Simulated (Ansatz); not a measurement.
The starting structures come from a database of crystals and need not be the phases stable at ambient conditions.

Inside the gap of an insulator the Bloch states are evanescent, with a wavenumber k + iκ along the transport direction.

```
CoSSb
1.0
    8.21682     0.00000     0.00000
   -4.10841     7.11598     0.00000
    4.10841     2.37199     3.35450
Co Sb S
4 4 4
Direct
  0.53362   0.01681   0.98319
  0.96638   0.98319   0.05043
  0.50000   0.48319   0.98319
  0.00000   0.51681   0.98319
  0.24526   0.37263   0.62737
  0.25474   0.62737   0.11789
  0.50000   0.12737   0.62737
  0.00000   0.87263   0.62737
  0.74386   0.62193   0.37807
  0.75614   0.37807   0.86579
  0.50000   0.87807   0.37807
  0.00000   0.12193   0.37807
```

Space group of this cell: P2_13. The cell is taken as given; by PBEsol its mean pressure is -2.9 GPa.

Transport runs along the normal of the first two printed cell vectors, the (111) plane of the conventional cell.

The gap is the functional's own. No spin-orbit coupling. Mid-gap values are interpolated on the energy grid.

**Question.** Estimate the band gap and the smallest decay constant κ at mid-gap that PBEsol (Ansatz, a first-principles code) returns for this system.

**Answer.** Gap 0.60 eV on a 10×10×10 mesh; κ = 0.152 1/Å, at (0.333, 0.333) of the in-plane reciprocal vectors. At the zone centre, at the nearest computed energy, the slowest state has κ = 0.17 1/Å.
